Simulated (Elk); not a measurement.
A self-consistent single point of CrPd3 (Pm-3m, 4 atoms in the cell) with Elk.

Level of theory: PBEsol, all-electron FP-LAPW, Elk's shipped species files, APW+lo basis with extra local orbitals in Elk.

The change in words: lattice scaled by 0.98. Reference geometry:
```
CrPd3
1.0
    3.89088     0.00000     0.00000
    0.00000     3.89088     0.00000
    0.00000     0.00000     3.89088
Cr Pd
1 3
Direct
  0.00000   0.00000   0.00000
  0.00000   0.50000   0.50000
  0.50000   0.00000   0.50000
  0.50000   0.50000   0.00000
```
Moments meant for the start (each program seeds them in its own way; μB, in the order of the atoms Cr Pd Pd Pd): 3.0 0.0 0.0 0.0.

Reference input (self-consistent single point, DFT, PBEsol, all-electron FP-LAPW, Elk's shipped species files, APW+lo basis with extra local orbitals): xctype = 22; spinpol = true; rgkmax = 7.5; stype = 0; swidth = 0.00999582 Ha; ngridk = 9 9 9; reducebf = 0.5; tforce = true; gmaxvr = 18 1/bohr; lmaxapw = 10; lmaxo = 8; nxlo = 2. This run's input differs from it in these lines:

```diff
@@ -58,3 +58,3 @@
 scale
-  7.352697584
+  7.205642876
```

Output (repeated stretches shortened):

```
│ Self-consistent loop started │
│ Loop number : 1 │
 total energy                :     -16139.9830774
 total moment                :    2.856277509
│ Loop number : 2 │
 total energy                :     -16142.8802483
 total moment                :    2.798602646
RMS change in Kohn-Sham potential (target) :    2.952956042     (  0.1000000000E-05)
Absolute change in total energy (target)   :    2.897170933     (  0.1000000000E-03)
│ Loop number : 3 │
 total energy                :     -16123.7666566
 total moment                :    2.527100557
RMS change in Kohn-Sham potential (target) :    2.911625622     (  0.1000000000E-05)
   [... lines left out ...]
│ Loop number : 24 │
 total energy                :     -16183.7399094
 total moment                :   -2.602888510
RMS change in Kohn-Sham potential (target) :   0.1056646265E-05 (  0.1000000000E-05)
Absolute change in total energy (target)   :   0.9021421101E-04 (  0.1000000000E-03)
│ Loop number : 25 │
 total energy                :     -16183.7398575
 total moment                :   -2.602951684
RMS change in Kohn-Sham potential (target) :   0.5056371393E-06 (  0.1000000000E-05)
Absolute change in total energy (target)   :   0.2936845704E-04 (  0.1000000000E-03)
Convergence targets achieved

│ Loop number : 26 │

Energies :
 Fermi                       :     0.364441762186
 xc effective B-field        :    -0.129776350679
 external B-field            :      0.00000000000
 total energy                :     -16183.7398550
 (external B-field energy excluded from total)

Density of states at Fermi energy :    128.5626927
 (states/Hartree/unit cell)

Estimated indirect band gap :   0.1485008479E-03
 from k-point      3 to k-point      9
Estimated direct band gap   :   0.4105523538E-03
 at k-point      3

Charges :
 core                        :    94.00000000
 valence                     :    68.00000000
 interstitial                :    5.186267470
 muffin-tins (core leakage)
  species :    1 (Cr)
   atom    1                 :    22.31904168     (  0.1371915914E-09)
  species :    2 (Pd)
   [... lines left out ...]
 total moment                :   -2.603009150
   [... lines left out ...]
   total force               :     0.00000000    0.00000000    0.00000000
   total magnitude           :     0.00000000
  atom :    3
   Hellmann-Feynman          :     0.00000000    0.00000000    0.00000000
   IBS                       :    -0.00000000    0.00000000    0.00000000
   total force               :     0.00000000    0.00000000    0.00000000
   total magnitude           :     0.00000000
```

The run converged in 26 iterations. The count includes the last loop, which Elk runs after its targets are met. Against the reference run the total energy drops by 23.3 meV/atom and the size of the net moment goes from 0.69 to 0.65 μB/atom.

The starting cell comes from a database of computed structures (which also holds hypothetical and non-ambient phases and stackings), without a prior relaxation at this level. For this run, on top of that: lattice scaled by 0.98. With one magnetic atom in the cell only a parallel order is possible. Values depend on the basis (sphere radii, cutoffs, local orbitals), which need not be converged. The log's line on a gap gives a spacing of levels on this mesh, which the program prints for metals too.

Cost on one core of a shared machine: roughly 9 min.
